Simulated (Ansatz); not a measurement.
In2O3 (model structure, started from the Nb2Se3 type, P3m1, No. 156, 5 atoms in the cell), treated with LDA (PAW; Ansatz, a quantum-chemistry and plane-wave program).

Numerical settings: plane-wave cutoff 520 eV, 24×24×6 k mesh (along the axes of the cell as run), Fermi–Dirac smearing 0.05 eV, scalar-relativistic PAW data made under PBE.

Cell (relaxed at this level):

```cif
data_In2O3
_chemical_formula_sum 'In2 O3'
_space_group_name_H-M_alt 'P 1'
_space_group_IT_number 1
_cell_length_a 3.23670
_cell_length_b 3.23670
_cell_length_c 7.23959
_cell_angle_alpha 90.000
_cell_angle_beta 90.000
_cell_angle_gamma 120.000
loop_
_space_group_symop_operation_xyz
  'x, y, z'
loop_
_atom_site_label
_atom_site_type_symbol
_atom_site_fract_x
_atom_site_fract_y
_atom_site_fract_z
_atom_site_occupancy
In1 In 0.00000 0.00000 0.40966 1
In2 In 0.00000 0.00000 0.84088 1
O1 O 0.66667 0.33333 0.61137 1
O2 O 0.33333 0.66667 0.29519 1
O3 O 0.66667 0.33333 0.96789 1
```

**Question.** Estimate the band gap and bulk modulus that the calculation returns.

**Answer.** 
band gap: 0.17 eV (on the SCF k mesh)
bulk modulus: 48.2 GPa

Note: the bulk modulus is −V dP/dV from two relaxed cells at ±2 % in volume; the relaxation could raise the start's symmetry but not lower it, so the cell can be a saddle point.

Spin–orbit coupling is not included.

It cost around 50 core-minutes (rough) of CPU time.

A model structure was made by putting elements into a prototype or built by hand; it is no filed structure, need not be a known phase, and can be a saddle point held by its symmetry.
